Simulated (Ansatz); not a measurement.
Base system: Ti in the hcp (Mg type) structure (space group P6_3/mmc, No. 194; a = 2.901 Å, c = 4.591 Å).

All numbers come from DFT with PBEsol, PAW potentials and a 420 eV plane-wave cutoff in Ansatz (a program for electronic structure), scalar-relativistic without spin-orbit coupling.

One change was made to it. Results:

| quantity | base | after |
|---|---|---|
| c/a ratio | 1.582 | 1.583 |
| lattice parameter a | 5.482 bohr | 5.450 bohr |

Problem. Which of these changes matches the shifts?
(A) pressure 15 GPa
(B) pressure 0.9 GPa
(C) pressure 2.1 GPa
(D) pressure 9 GPa
(E) pressure −2 GPa

Solution. C, pressure 2.1 GPa. For comparison, the lattice parameter a in the other runs: pressure 15 GPa gives 5.287 bohr; pressure −2 GPa gives 5.515 bohr; pressure 0.9 GPa gives 5.468 bohr; pressure 9 GPa gives 5.357 bohr.

Load acts through the strain it causes; cell and atoms are relaxed under it. Stability against distortions was not tested. Competing high-pressure phases were not computed. The final runs are not spin-polarised.
